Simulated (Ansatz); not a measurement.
The starting structures come from a database of crystals and need not be the phases stable at ambient conditions.

Tunnelling through a barrier is set by its complex band structure: the current falls as exp(−2κd) with the smallest κ.

Given:

```yaml
crystal:
  lattice:
    - [6.35811, 0.00000, 0.00000]
    - [-3.17905, 5.50628, 0.00000]
    - [0.00000, 0.00000, 8.02293]
  atoms:
    - { symbol: Rb, position: [0.00000, 0.00000, 0.50000] }
    - { symbol: Rb, position: [0.66667, 0.33333, 0.16861] }
    - { symbol: Rb, position: [0.33333, 0.66667, 0.83139] }
    - { symbol: Na, position: [0.00000, 0.00000, 0.00000] }
    - { symbol: W, position: [0.66667, 0.33333, 0.72365] }
    - { symbol: W, position: [0.33333, 0.66667, 0.27635] }
    - { symbol: O, position: [0.35699, 0.17849, 0.80462] }
    - { symbol: O, position: [0.64301, 0.82151, 0.19538] }
    - { symbol: O, position: [0.82151, 0.17849, 0.80462] }
    - { symbol: O, position: [0.17849, 0.82151, 0.19538] }
    - { symbol: O, position: [0.82151, 0.64301, 0.80462] }
    - { symbol: O, position: [0.17849, 0.35699, 0.19538] }
    - { symbol: O, position: [0.66667, 0.33333, 0.49864] }
    - { symbol: O, position: [0.33333, 0.66667, 0.50136] }
```

Space group of this cell: P-3m1. The cell is taken as given; by r2SCAN its mean pressure is -6.0 GPa.

Transport runs along the normal of the first two printed cell vectors, the (001) plane of the conventional cell.

The gap is the functional's own, uncorrected, and κ follows it; spin-orbit coupling is left out. Mid-gap values are interpolated between the computed energies.

Q: Compute, with r2SCAN run with Ansatz (a program for electronic structure), the band gap and the smallest decay constant κ at mid-gap.

A: Gap 5.27 eV on a 6×6×4 mesh; κ = 0.508 1/Å, at the zone centre.
